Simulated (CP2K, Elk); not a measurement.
A CP2K input for a self-consistent single point of Sn (I4_1/amd, 2 atoms in the cell) (DFT PBE, GPW, DZVP-MOLOPT-SR-GTH basis, GTH-PBE potentials (GTH_POTENTIALS)):

```
&GLOBAL
  PROJECT scf
  RUN_TYPE ENERGY_FORCE
  PRINT_LEVEL LOW
&END GLOBAL
&FORCE_EVAL
  METHOD Quickstep
  STRESS_TENSOR ANALYTICAL
  &DFT
    BASIS_SET_FILE_NAME BASIS_MOLOPT
    POTENTIAL_FILE_NAME GTH_POTENTIALS
    &QS
      METHOD GPW
      EPS_DEFAULT 1E-10
    &END QS
    &MGRID
      CUTOFF 400
      REL_CUTOFF 60
      NGRIDS 4
    &END MGRID
    &SCF
      SCF_GUESS ATOMIC
      EPS_SCF 1E-6
      MAX_SCF 100
      ADDED_MOS 4
      &DIAGONALIZATION
        ALGORITHM STANDARD
      &END DIAGONALIZATION
      &MIXING
        METHOD BROYDEN_MIXING
        ALPHA 0.3
        NBUFFER 12
      &END MIXING
      &SMEAR ON
        METHOD FERMI_DIRAC
        ELECTRONIC_TEMPERATURE [K] 1578.21
      &END SMEAR
    &END SCF
    &KPOINTS
      SCHEME MONKHORST-PACK 9 9 9
    &END KPOINTS
    &XC
      &XC_FUNCTIONAL PBE
      &END XC_FUNCTIONAL
    &END XC
    &PRINT
      &MO
        EIGENVALUES T
        OCCUPATION_NUMBERS T
        NDIGITS 8
        FILENAME mo
        &EACH
          QS_SCF 0
        &END EACH
        ADD_LAST NUMERIC
      &END MO
      &MULLIKEN OFF
      &END MULLIKEN
    &END PRINT
  &END DFT
  &SUBSYS
    &CELL
      ABC 4.46965400 4.46965370 4.46965448
      ALPHA_BETA_GAMMA 97.40467154 97.40468181 137.92317789
      PERIODIC XYZ
    &END CELL
    &COORD
      Sn       2.23482675    -0.00000025     2.08585350
      Sn       0.00000000     0.00000000     0.00000000
    &END COORD
    &KIND Sn
      BASIS_SET DZVP-MOLOPT-SR-GTH-q4
      POTENTIAL GTH-PBE-q4
    &END KIND
  &END SUBSYS
  &PRINT
    &FORCES ON
    &END FORCES
    &STRESS_TENSOR ON
    &END STRESS_TENSOR
  &END PRINT
&END FORCE_EVAL
```

Q: Write the same calculation as an input for Elk.

A: This is the input that was run; spellings and numerical settings could be chosen otherwise.

```
tasks
  0

xctype
  20

tforce
  .true.

rgkmax
  7.5

gmaxvr
  18.0

lmaxapw
  10

lmaxo
  8

nxlo
  2

lorbcnd
  .true.

lradstp
  2

nrmtscf
  2.0

lmaxi
  4

swidth
  0.00499791

maxscl
  100

avec
   -5.5743934909    5.5743934909    3.0322129656
    5.5743934909   -5.5743934909    3.0322129656
    5.5743934909    5.5743934909   -3.0322129656

atoms
  1
  'Sn.in'
  2
  0.7500000000  0.2500000000  0.5000000000    0.0 0.0 0.0
  0.0000000000  0.0000000000  0.0000000000    0.0 0.0 0.0

ngridk
  9 9 9
```

Basis settings and potentials, where a program has them, do not carry over. This input uses DFT, PBE, all-electron FP-LAPW, Elk's shipped species files, APW+lo basis with extra local orbitals.

The starting cell comes from a database of computed structures (which also holds hypothetical and non-ambient phases and stackings), without a prior relaxation at this level. Its lattice was rescaled by a random factor within 2.5 % of one.
